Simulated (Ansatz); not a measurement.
The parent structure is KBr in the rock salt structure (space group Fm-3m, No. 225).

```yaml
crystal:
  lattice:
    - [0.00000, 3.27453, 3.27453]
    - [3.27453, 0.00000, 3.27453]
    - [3.27453, 3.27453, 0.00000]
  atoms:
    - { symbol: K, position: [0.00000, 0.00000, 0.00000] }
    - { symbol: Br, position: [0.50000, 0.50000, 0.50000] }
```

Calculations: Kohn–Sham DFT with the PBEsol functional, run in Ansatz (a quantum-chemistry and plane-wave program) with PAW and 420 eV plane waves, no SOC.

Strains are applied to the cell and any free atomic positions relax.

One change was made to it. Results:

| quantity | base | after |
|---|---|---|
| energy relative to the base (free energy F) | 0 meV/atom | +1.4 meV/atom |
| electron mass | 0.37 mₑ (at Γ) | 0.37 mₑ (at Γ) |

### Question
Which change produced these results?
(A) isotropic strain −3.00 %
(B) isotropic strain +2.50 %
(C) isotropic strain +1.00 %
(D) isotropic strain +2.00 %

### Answer
C, isotropic strain +1.00 %. For comparison, the energy relative to the base in the other runs: isotropic strain +2.50 % gives +8.5 meV/atom; isotropic strain +2.00 % gives +5.5 meV/atom; isotropic strain −3.00 % gives +16 meV/atom.

The levels and masses belong to the bands next to the band gap. Masses are band curvatures over ±0.01 Å⁻¹ around the edge. Stability against distortions was not tested.
